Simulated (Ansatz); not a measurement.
The reference is MoTe2 (space group Fm-3m, No. 225; a = 6.561 Å; a hypothetical phase, not in the database extracts checked).

Now apply this change: cell and atoms relaxed at a pressure of 18 GPa.

Levels (all Ansatz, a first-principles code, PAW): PBEsol (420 eV, without spin-orbit coupling); r2SCAN (500 eV, spin-orbit coupling left out).

The geometry is relaxed with PBEsol.

```
Property           Result
---------------  --------
PBEsol pressure  18.0 GPa
```

### Question
What does r2SCAN give at this geometry for the pressure?

### Answer
The pressure grows by 4.7 GPa, from 18.0 GPa to 22.7 GPa.

Single points use the geometry relaxed with PBEsol. Their cutoffs differ, which shifts pressures a little. Load acts through the strain it causes; cell and atoms are relaxed under it. No phonon test of stability was made. No other phases were tried under pressure. All final runs are without spin polarisation. MoTe2 has a high density of states at the Fermi level and may be magnetic at this level.
